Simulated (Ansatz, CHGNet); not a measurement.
**Rutile IrO2: properties by level of theory**

Reference values: lattice constant a 4.505 Å (measured, room temperature, no zero-point or thermal correction; as tabulated in Hiroi (2015), arXiv:1503.02262); lattice parameter c 3.159 Å (measured, room temperature, not corrected to a static lattice; as tabulated in Hiroi (2015), arXiv:1503.02262).

```
level (code)           lattice constant a (Å)  c axis length (Å)
---------------------  ----------------------  -----------------
CHGNet 0.3.0 (CHGNet)                   4.542              3.198
PBE (Ansatz)                            4.529                ___
PBEsol (Ansatz)                           ___              3.154
```

Task: Complete the blanks.

Result: 
- PBE (Ansatz, an electronic-structure program), c axis length (Å): 3.180
- PBEsol (Ansatz), lattice constant a (Å): 4.472

Differences from the reference values (errors of the level alone only where the reference is corrected to a static lattice):

```json
[
 {"level": "CHGNet 0.3.0", "lattice constant a (%)": "+0.82", "lattice parameter c (%)": "+1.23"},
 {"level": "PBE", "lattice constant a (%)": "+0.53", "lattice parameter c (%)": "+0.66"},
 {"level": "PBEsol", "lattice constant a (%)": "-0.73", "lattice parameter c (%)": "-0.16"}
]
```

Nearest: lattice constant a, not ranked (reference at room or unstated temperature); lattice parameter c, not ranked (reference at room or unstated temperature).

Machine-learned potentials (CHGNet 0.3.0) are trained on DFT data, which may include these solids.

Ansatz's density-functional and Hartree–Fock values are scalar-relativistic unless marked +SOC, with PAW data made under PBE.

Differences are worked out from the printed values.
